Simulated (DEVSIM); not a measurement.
Structure: illuminated Si p-on-n cell, one wavelength, at 300 K.

```tsv
layer (left to right)	material	thickness (μm)	Nd (cm⁻³)	Na (cm⁻³)	τn (s)	τp (s)	absorption coefficient (cm⁻¹)
1	Si	0.230	-	3.1e18	1.9e-8	1.3e-7	1500
2	Si	29.0	5.4e15	-	1e-6	1e-6	1500
```

Left contact: ohmic, minority electron recombination velocity 20 cm/s. Right contact: ohmic, minority hole recombination velocity 8000 cm/s. Voltage is applied to the left contact. Recombination: SRH at mid-gap, radiative, Auger. Gap narrowing is on: ΔEg = 6.92 meV × (l + √(l² + 0.5)), l = ln(N/1.3e17 cm⁻³), shared equally by both band edges. Light enters at the left, 3.6e18 photons cm⁻² s⁻¹, one pass, no reflection. Mobility is constant in doping.

Constants are typed, rounded textbook-type inputs, not results; the design itself was drawn at random and stands for no fabricated device. Values at 300 K.

```
parameter           Si
-------------  -------
gap (eV)         1.124
affinity (eV)     4.05
permittivity      11.7
Nc (cm⁻³)      2.86e19
Nv (cm⁻³)       3.1e19
μn (cm²/Vs)       1417
μp (cm²/Vs)        470
B (cm³/s)      4.7e-15
Cn (cm⁶/s)     2.8e-31
Cp (cm⁶/s)     9.9e-32
```

DEVSIM, 1D drift-diffusion, Boltzmann statistics, complete ionisation; no tunnelling, impact ionisation, image-force lowering or self-heating.

Q: Tabulate band edges, carrier densities and field at -2.0 V on the left contact, in the dark.

A: Energies count from the Fermi level of the right contact; mesh points crowd at the junctions.

```json
[
 {"x (μm)": "0.000", "Ec (eV)": "3.020", "Ev (eV)": "1.940", "n (cm⁻³)": "< 1e2", "p (cm⁻³)": "3.1e18", "field (V/cm)": "≈ 0"},
 {"x (μm)": "0.02397", "Ec (eV)": "3.020", "Ev (eV)": "1.940", "n (cm⁻³)": "< 1e2", "p (cm⁻³)": "3.1e18", "field (V/cm)": "≈ 0"},
 {"x (μm)": "0.06669", "Ec (eV)": "3.020", "Ev (eV)": "1.940", "n (cm⁻³)": "< 1e2", "p (cm⁻³)": "3.1e18", "field (V/cm)": "≈ 0"},
 {"x (μm)": "0.1366", "Ec (eV)": "3.020", "Ev (eV)": "1.940", "n (cm⁻³)": "< 1e2", "p (cm⁻³)": "3.1e18", "field (V/cm)": "≈ 0"},
 {"x (μm)": "0.2032", "Ec (eV)": "3.020", "Ev (eV)": "1.940", "n (cm⁻³)": "< 1e2", "p (cm⁻³)": "3.1e18", "field (V/cm)": "≈ 0"},
 {"x (μm)": "0.2284", "Ec (eV)": "3.005", "Ev (eV)": "1.925", "n (cm⁻³)": "< 1e2", "p (cm⁻³)": "1.7e18", "field (V/cm)": "-60000"},
 {"x (μm)": "0.2521", "Ec (eV)": "2.858", "Ev (eV)": "1.735", "n (cm⁻³)": "< 1e2", "p (cm⁻³)": "1.1e15", "field (V/cm)": "-66000"},
 {"x (μm)": "0.3287", "Ec (eV)": "2.377", "Ev (eV)": "1.254", "n (cm⁻³)": "250", "p (cm⁻³)": "9000000", "field (V/cm)": "-60000"},
 {"x (μm)": "0.4615", "Ec (eV)": "1.658", "Ev (eV)": "0.535", "n (cm⁻³)": "1400", "p (cm⁻³)": "7600", "field (V/cm)": "-49000"},
 {"x (μm)": "0.7381", "Ec (eV)": "0.635", "Ev (eV)": "-0.489", "n (cm⁻³)": "6.2e8", "p (cm⁻³)": "2300", "field (V/cm)": "-25000"},
 {"x (μm)": "1.314", "Ec (eV)": "0.222", "Ev (eV)": "-0.902", "n (cm⁻³)": "5.4e15", "p (cm⁻³)": "200", "field (V/cm)": "-27"},
 {"x (μm)": "3.153", "Ec (eV)": "0.222", "Ev (eV)": "-0.902", "n (cm⁻³)": "5.4e15", "p (cm⁻³)": "1500", "field (V/cm)": "≈ 0"},
 {"x (μm)": "6.344", "Ec (eV)": "0.222", "Ev (eV)": "-0.902", "n (cm⁻³)": "5.4e15", "p (cm⁻³)": "3700", "field (V/cm)": "≈ 0"},
 {"x (μm)": "12.99", "Ec (eV)": "0.222", "Ev (eV)": "-0.902", "n (cm⁻³)": "5.4e15", "p (cm⁻³)": "7700", "field (V/cm)": "≈ 0"},
 {"x (μm)": "22.83", "Ec (eV)": "0.222", "Ev (eV)": "-0.902", "n (cm⁻³)": "5.4e15", "p (cm⁻³)": "13000", "field (V/cm)": "≈ 0"},
 {"x (μm)": "26.17", "Ec (eV)": "0.222", "Ev (eV)": "-0.902", "n (cm⁻³)": "5.4e15", "p (cm⁻³)": "14000", "field (V/cm)": "≈ 0"},
 {"x (μm)": "27.77", "Ec (eV)": "0.222", "Ev (eV)": "-0.902", "n (cm⁻³)": "5.4e15", "p (cm⁻³)": "15000", "field (V/cm)": "≈ 0"},
 {"x (μm)": "28.54", "Ec (eV)": "0.222", "Ev (eV)": "-0.902", "n (cm⁻³)": "5.4e15", "p (cm⁻³)": "15000", "field (V/cm)": "≈ 0"},
 {"x (μm)": "28.99", "Ec (eV)": "0.222", "Ev (eV)": "-0.902", "n (cm⁻³)": "5.4e15", "p (cm⁻³)": "15000", "field (V/cm)": "≈ 0"},
 {"x (μm)": "29.13", "Ec (eV)": "0.222", "Ev (eV)": "-0.902", "n (cm⁻³)": "5.4e15", "p (cm⁻³)": "15000", "field (V/cm)": "≈ 0"},
 {"x (μm)": "29.19", "Ec (eV)": "0.222", "Ev (eV)": "-0.902", "n (cm⁻³)": "5.4e15", "p (cm⁻³)": "16000", "field (V/cm)": "≈ 0"},
 {"x (μm)": "29.23", "Ec (eV)": "0.222", "Ev (eV)": "-0.902", "n (cm⁻³)": "5.4e15", "p (cm⁻³)": "16000", "field (V/cm)": "≈ 0"}
]
```
